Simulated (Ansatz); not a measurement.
Results of r²SCAN (PAW; Ansatz, an electronic-structure program) for TiAu₂ (I4/mmm, No. 139; cell taken from a computed entry).

Numerical settings: plane-wave cutoff 500 eV, 22×22×22 k mesh, Fermi–Dirac smearing 0.1 eV, spin-polarised start, scalar-relativistic PAW data made under PBE.

Computed at the level's own relaxed cell.

Q: Estimate the equilibrium volume per atom, lattice constant a and c axis length that the calculation returns.

A: 
- equilibrium volume per atom: 16.88 Å³/atom
- lattice constant a: 3.436 Å
- c axis length: 8.578 Å

The run finds no gap.

Note: the magnetic order was assumed, not searched for or taken from measurement; the relaxation could not lower the start's symmetry, so the cell can be a saddle point above a distorted one.

Spin–orbit coupling is not included; it can shift volumes and moduli of such heavy elements.

The computed numbers hold no vibrational or temperature effects.

Cost on a shared machine: roughly 25 core-minutes.
